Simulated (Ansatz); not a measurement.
Output of an Ansatz run (abridged):

```
WARN basis.ecutwfc = 420 eV, the default
WARN ansatz: RAYON_NUM_THREADS=1 ignored (pool sized by the plan → 1); use --threads N
Pseudopotentials: kind: paw
Pseudopotential: Nb, paw, valence charge 13
Pseudopotential: Rh, paw, valence charge 17
Crystal: 6 atoms, lattice volume = 314.108 Å³
Basis set: ecut = 420 eV, 6153 PW (Γ), exchange–correlation on 54×64×250 points (8 copies of the dense FFT grid, shifted against one another)
Bands: 54, of which v1, the nominal top of the filled ones, is band 45 counted from 1 (44 counted from 0)
Symmetry: 2 space group operations
Space group: Cm (ITA 8), of the structure as read, at distance tolerance 6.8e-5 Å
k-points: 16 of 49 (time reversal used)
PAW frozen core: Nb, regenerated for the run's functional, and the local potential with it
PAW frozen core: Rh, regenerated for the run's functional, and the local potential with it
Initial density: superposition of atomic densities (neutral atoms: chi_scale 0, normalization atom), corrected by the library's trained network
Initial wavefunctions: pseudopotential atomic-orbital guess
Eigensolver: davidson
Functional: x = pbesol(κ = 0.804, μ = 0.12345679012345678), c = pbesol(β = 0.046)
SCF iter   1: F=—  HF=-32498.725205 eV  |F-HF|=—  |Δ(HF+E_count)|=         —  Δρ=8.89e-3  dr2=2.61e0  ethr=1.77e-3  ⟨swp⟩=8.9  Hψ=4058  notcnv=0
all-band conjugate gradients solve this SCF's bands
preconditioner: auto → LDOS
SCF iter   2: F=—  HF=-32498.655930 eV  |F-HF|=—  |Δ(HF+E_count)|=   6.93e-2  Δρ=4.94e-3  dr2=2.04e-1  ethr=1.77e-3  ⟨swp⟩=2.0  Hψ=1098  notcnv=0
SCF iter   3: F=—  HF=-32498.641429 eV  |F-HF|=—  |Δ(HF+E_count)|=   1.45e-2  Δρ=1.34e-3  dr2=2.01e-2  ethr=2.27e-4  ⟨swp⟩=2.1  Hψ=1325  notcnv=0
SCF iter   4: F=—  HF=-32498.641073 eV  |F-HF|=—  |Δ(HF+E_count)|=   3.57e-4  Δρ=3.57e-4  dr2=1.05e-3  ethr=2.24e-5  ⟨swp⟩=2.0  Hψ=1176  notcnv=0
SCF iter   5: F=—  HF=-32498.641094 eV  |F-HF|=—  |Δ(HF+E_count)|=   2.10e-5  Δρ=1.23e-4  dr2=7.04e-5  ethr=1.17e-6  ⟨swp⟩=2.0  Hψ=1201  notcnv=0
SCF iter   6: F=—  HF=-32498.640484 eV  |F-HF|=—  |Δ(HF+E_count)|=   6.10e-4  Δρ=3.65e-5  dr2=9.02e-6  ethr=7.82e-8  ⟨swp⟩=2.1  Hψ=1299  notcnv=0
SCF iter   7: F=—  HF=-32498.640485 eV  |F-HF|=—  |Δ(HF+E_count)|=   1.30e-6  Δρ=1.52e-5  dr2=1.19e-6  ethr=1.00e-8  ⟨swp⟩=3.0  Hψ=1755  notcnv=0
SCF iter   8: F=—  HF=-32498.640486 eV  |F-HF|=—  |Δ(HF+E_count)|=   6.78e-7  Δρ=5.21e-6  dr2=1.61e-7  ethr=1.33e-9  ⟨swp⟩=2.1  Hψ=1259  notcnv=0
SCF iter   9: F=-32498.640486 eV  HF=-32498.640486 eV  |F-HF|=3.02e-8  |Δ(HF+E_count)|=   4.24e-7  Δρ=1.58e-6  dr2=1.25e-8  ethr=1.11e-10  ⟨swp⟩=7.4  Hψ=3282  notcnv=0
SCF 1 converged in 9 iterations: F = -32498.640486 eV  dr2 = 1.25e-8
SCF converged after 9 iterations
Free energy (F): -32498.640486 eV
Harris-Foulkes:  -32498.640486 eV  (|F-HF|=3.02e-8)
Internal energy: -32498.376989 eV  (E = F + TS)
E sigma→0 (E₀):  -32498.508737 eV
Entropy (-TS):   -0.263497 eV (-43.916 meV/atom)
Fermi energy:    3.363839 eV
--- Per-component energies (eV) ---
  E_band       = -1988.001434
  E_kinetic    = 2892.126803
  E_local      = -73958.047744  (includes V_loc(G=0)·N_el)
  E_nonlocal   = 1439.666771
  E_hartree    = 35121.090161
  E_xc         = -1175.891421
  E_vxc        = -1458.828407  (∫ρ·V_xc dr)
  E_paw        = -19626.833682  (= ΣΔE_a)
  E_vpaw       = -1145.107652  (= ΣTr[D̂ρ^β])
  E_aug_tail   = 0.002516  (compensation charges beyond the density's cutoff)
  E_ewald      = 22808.114881
  E_core_change = 1.394726  (= ΣΔE_core)
  E_smearing   = -0.263497  (= −TS)
  E_closure    = -0.000000  (closes the sum)
  Σ components = -32498.640486   (vs F -32498.640486, Δ=0.00e0)
--- Forces (eV/Å), atoms counted from 1 ---
  atom   1  Nb     0.00000004     0.37495752     0.01959059
  atom   2  Nb    -0.00000002    -0.16939657     0.19173949
  atom   3  Nb    -0.00000003    -0.26193895    -2.17263071
  atom   4  Rh     0.00000001     0.09854831     1.59849162
  atom   5  Rh     0.00000000     0.02369095     0.15146246
  atom   6  Rh    -0.00000001    -0.06583966     0.21133672
  max |Σ_I F_I| component: 2.16e-5 eV/Å
--- Stress (GPa, compression-positive) ---
       -4.390261      -0.000000      -0.000000
       -0.000000      -5.122987      -0.758124
       -0.000000      -0.758124      -4.172415
  P = ⅓ Tr σ = -4.5619 GPa (-45.619 kbar)
  The stress holds the Pulay correction. Without it, at fixed plane waves, as pw.x and ABINIT print it: P = -4.5759 GPa
--- Band table (eV; the first three rows and the last of 16) ---
  k-point 0: bands = ["-75.0094", "-74.9877", "-74.3881", "-51.8704", "-51.7306", "-51.3004", "-43.0507", "-43.0060", "-42.9559", "-42.9110", "-42.8470", "-42.7830", "-42.3962", "-42.3084", "-42.2808", "-28.1435", "-27.9944", "-27.9534", "-27.8796", [...]
  k-point 1: bands = ["-75.0093", "-74.9877", "-74.3881", "-51.8706", "-51.7310", "-51.3008", "-43.0494", "-43.0047", "-42.9563", "-42.9112", "-42.8469", "-42.7832", "-42.3958", "-42.3084", "-42.2808", "-28.1429", "-27.9922", "-27.9529", "-27.8823", [...]
  k-point 2: bands = ["-75.0092", "-74.9878", "-74.3881", "-51.8710", "-51.7318", "-51.3017", "-43.0464", "-43.0021", "-42.9570", "-42.9119", "-42.8467", "-42.7838", "-42.3949", "-42.3082", "-42.2809", "-28.1417", "-27.9874", "-27.9519", "-27.8887", [...]
  k-point 15: bands = ["-75.0023", "-74.9943", "-74.3882", "-51.8636", "-51.7227", "-51.3155", "-43.0476", "-43.0066", "-42.9536", "-42.9455", "-42.8258", "-42.7811", "-42.3961", "-42.3062", "-42.2812", "-28.1872", "-28.0847", "-27.9614", [...]
```

The structure:

```
CELL_PARAMETERS angstrom
      3.96197     0.00000     0.00000
      1.98099     4.29022     0.00000
      0.00000     0.00000    18.47940
ATOMIC_POSITIONS crystal
  Nb 0.43390 0.00613 0.42728
  Nb 0.04051 0.79292 0.52424
  Nb 0.64711 0.57971 0.62120
  Rh 0.13060 0.61273 0.37880
  Rh 0.73721 0.39952 0.47576
  Rh 0.34381 0.18632 0.57272
```

**Question.** Reconstruct the input of this run.

**Answer.** Other spellings and defaults could give the same log, and not every line can be read from it. The input that was run (DFT, PBEsol, plane waves, default PAW files made with PBE):

Ansatz 0.2 input:
```yaml
# NbRh
crystal:
  lattice:
    - [3.961970, 0.000000, 0.000000]
    - [1.980986, 4.290218, 0.000000]
    - [0.000000, 0.000000, 18.479400]
  atoms:
    - { symbol: Nb, position: [0.433905, 0.006127, 0.427281] }
    - { symbol: Nb, position: [0.040509, 0.792919, 0.524238] }
    - { symbol: Nb, position: [0.647113, 0.579711, 0.621200] }
    - { symbol: Rh, position: [0.130603, 0.612731, 0.378800] }
    - { symbol: Rh, position: [0.737207, 0.399523, 0.475762] }
    - { symbol: Rh, position: [0.343811, 0.186315, 0.572719] }
kpoints:
  mp_grid:
    grid: [7, 7, 1]
hamiltonian:
  xc: pbesol
  pseudopotentials:
    kind: paw
scf:
  occupations:
    method: fermi_dirac
    width: 0.1
output:
  forces: true
  eigenvalues: true
  stress: true
```

The starting cell comes from a database of computed structures (which also holds hypothetical and non-ambient phases and stackings), without a prior relaxation at this level. The slab is cut from that crystal, and its faces are unrelaxed. Its lattice was rescaled in the plane by a random factor within 2.5 % of one. Spin polarisation is off. The two faces of this cut differ, and no dipole correction was used. Forces in this geometry exceed 1 eV/Å.

Ansatz is an electronic-structure program.
